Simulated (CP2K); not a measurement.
CP2K run on TaGaNi₆ (P4/mmm, 8 atoms in the cell): self-consistent single point.

Computed with PBEsol, GPW, DZVP-MOLOPT-SR-GTH basis, GTH-PBE potentials (GTH_POTENTIALS) in CP2K.

The change in words: lattice scaled by 0.98. Reference geometry:
```yaml
crystal:
  lattice:
    - [3.65600, 0.00000, 0.00000]
    - [0.00000, 3.65600, 0.00000]
    - [0.00000, 0.00000, 7.24997]
  atoms:
    - { symbol: Ta, position: [0.00000, 0.00000, 0.50000] }
    - { symbol: Ga, position: [0.00000, 0.00000, 0.00000] }
    - { symbol: Ni, position: [0.50000, 0.50000, 0.00000] }
    - { symbol: Ni, position: [0.50000, 0.50000, 0.50000] }
    - { symbol: Ni, position: [0.50000, 0.00000, 0.24671] }
    - { symbol: Ni, position: [0.50000, 0.00000, 0.75329] }
    - { symbol: Ni, position: [0.00000, 0.50000, 0.24671] }
    - { symbol: Ni, position: [0.00000, 0.50000, 0.75329] }
```

Reference input (self-consistent single point, DFT PBEsol, GPW, DZVP-MOLOPT-SR-GTH basis, GTH-PBE potentials (GTH_POTENTIALS)): CUTOFF = 600 Ry; REL_CUTOFF = 40 Ry; SMEAR/METHOD = GAUSSIAN; SIGMA = 0.136 eV; KPOINTS/SCHEME = MONKHORST-PACK 6 6 3; GAMMA_CENTERED = T; XC_FUNCTIONAL = PBE:PBESOL; Ta/BASIS_SET = DZVP-MOLOPT-SR-GTH-q13; Ta/POTENTIAL = GTH-PBE-q13; Ga/BASIS_SET = DZVP-MOLOPT-SR-GTH-q13; Ga/POTENTIAL = GTH-PBE-q13; Ni/BASIS_SET = DZVP-MOLOPT-SR-GTH-q18. This run's input differs from it in these lines:

```diff
@@ -67,3 +67,3 @@
     &CELL
-      ABC 3.65600200 3.65600200 7.24996600
+      ABC 3.58288200 3.58288200 7.10496700
       ALPHA_BETA_GAMMA 90.00000000 90.00000000 90.00000000
```

The program printed (abridged):

```
 SCF WAVEFUNCTION OPTIMIZATION

  Step     Update method      Time    Convergence         Total energy    Change
     1 NoMix/Diag. 0.30E+00      -     1.90025091     -1150.4632451068 -1.15E+03
     2 Broy./Diag. 0.30E+00      -     0.17126540     -1133.7568040955  1.67E+01
     3 Broy./Diag. 0.30E+00      -     0.03407069     -1150.9652295266 -1.72E+01
     4 Broy./Diag. 0.30E+00      -     0.04872165     -1148.4863591484  2.48E+00
     5 Broy./Diag. 0.30E+00      -     0.03677618     -1147.7053022809  7.81E-01
     6 Broy./Diag. 0.30E+00      -     0.00839875     -1147.4163270015  2.89E-01
   [... 9 lines left out ...]
    16 Broy./Diag. 0.30E+00      -     0.00000740     -1147.2970421489  4.77E-05
    17 Broy./Diag. 0.30E+00      -     0.00000235     -1147.2970946842 -5.25E-05
    18 Broy./Diag. 0.30E+00      -     0.00000161     -1147.2971265918 -3.19E-05
    19 Broy./Diag. 0.30E+00      -     0.00000045     -1147.2971417097 -1.51E-05
  *** SCF run converged in    19 steps ***

  Overlap energy of the core charge distribution:               0.00000000011383
  Self energy of the core charge distribution:              -1750.80902602100059
  Core Hamiltonian energy:                                    485.38827222547081
  Hartree energy:                                             235.38259326065310
  Exchange-correlation energy:                               -117.25846067017308
  Smearing free energy correction:                             -0.00052050454875
  Fermi energy:                                                 0.49197258871166

  Total energy:                                             -1147.29714170972193
  Total energy (extrapolated to sigma->0):                  -1147.29688145744763

   [... lines left out ...]

 STRESS| Analytical stress tensor [bar]
 STRESS|                        x                   y                   z
 STRESS|      x        1.86256124326E+04   3.81222188249E-02   7.63929440191E-03
 STRESS|      y        3.81222188249E-02   1.86255982356E+04   7.63905572699E-03
 STRESS|      z        7.63929440191E-03   7.63905572699E-03   7.31023493666E+03
 STRESS| 1/3 Trace                                             1.48538152016E+04
```

The run converged in 19 iterations. Against the reference run the free energy drops by 22.6 meV/atom, the pressure goes from -10.92 to 1.49 GPa and the largest force goes from 0.196 to 0.050 eV/Å.

The starting cell comes from a database of computed structures (which also holds hypothetical and non-ambient phases and stackings), without a prior relaxation at this level. Its lattice was rescaled by a random factor within 2.5 % of one. For this run, on top of that: lattice scaled by 0.98. Spin polarisation is off. Values carry the incompleteness of an atom-centred basis. The potentials were made for another functional than the one used.

Cost on one core of a shared machine: roughly 4 min.
